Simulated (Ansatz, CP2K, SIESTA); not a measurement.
Code comparison for GaSb₃ (P1, 4 atoms in the cell)

Self-consistent single point, at a second geometry (atoms moved at random). First geometry:

```
CELL_PARAMETERS angstrom
      0.00000     3.73060     3.73060
      3.73060     0.00000     3.73060
      3.73060     3.73060     0.00000
ATOMIC_POSITIONS crystal
  Ga 0.00000 0.00000 0.00000
  Sb 0.25000 0.25000 0.25000
  Sb 0.75000 0.75000 0.75000
  Sb 0.50000 0.50000 0.50000
```

Second geometry:
```
GaSb3
1.0
    0.00000     3.73060     3.73060
    3.73060     0.00000     3.73060
    3.73060     3.73060     0.00000
Ga Sb
1 3
Cartesian
 -0.00679  -0.00342   0.00091
  1.81731   1.80836   1.83315
  5.62031   5.66316   5.63072
  3.76094   3.72368   3.72699
```

Shared settings, as Ansatz (a program for electronic structure) writes them: kpoints.mp_grid.grid = 9 9 9; scf.occupations.method = gaussian; scf.occupations.width = 0.136 eV. Potentials and cutoffs stand in the table.

| code | model | ΔF from the first geometry (meV/atom) | pressure (GPa) | largest force (eV/Å) | cutoff |
|---|---|---|---|---|---|
| SIESTA | GGA PBEsol, numerical atomic orbitals TZP, PseudoDojo PBEsol standard norm-conserving potentials (rewritten from UPF to PSML) | 5.3 | -2.34 | 0.228 | grid 400 Ry |
| Ansatz | PBEsol, PAW files made with PBE | 4.1 | -2.84 | 0.171 | default |
| CP2K | PBEsol, GPW, DZVP-MOLOPT-SR-GTH basis, GTH-PBE potentials (GTH_POTENTIALS) | 5.4 | -0.28 | 0.231 | grid 600 Ry |

Size of the force on each atom (eV/Å): Sizes of forces hide their directions.

```
code      Ga1    Sb2    Sb3    Sb4
------  -----  -----  -----  -----
SIESTA  0.032  0.227  0.228  0.124
Ansatz  0.038  0.167  0.171  0.086
CP2K    0.064  0.228  0.231  0.117
```

No clean gap comes from SIESTA, Ansatz and CP2K: levels at the Fermi energy touch, overlap or are partly filled at this smearing.

On Ansatz's run: spin-orbit coupling is off.

The spread over the programs that give each value: ΔF from the first geometry within 1.3 meV/atom; pressure within 2.56 GPa; largest force within 0.060 eV/Å.

SIESTA and CP2K use small atom-centred bases, whose incompleteness enters pressures, forces and empty levels differently from a plane-wave cutoff. Ansatz's pressure is given at a fixed set of plane waves, as the other plane-wave codes print theirs.

The starting cell comes from a database of computed structures (which also holds hypothetical and non-ambient phases and stackings), without a prior relaxation at this level. For this run, on top of that: atoms moved at random.

Keys are those of Ansatz 0.2.
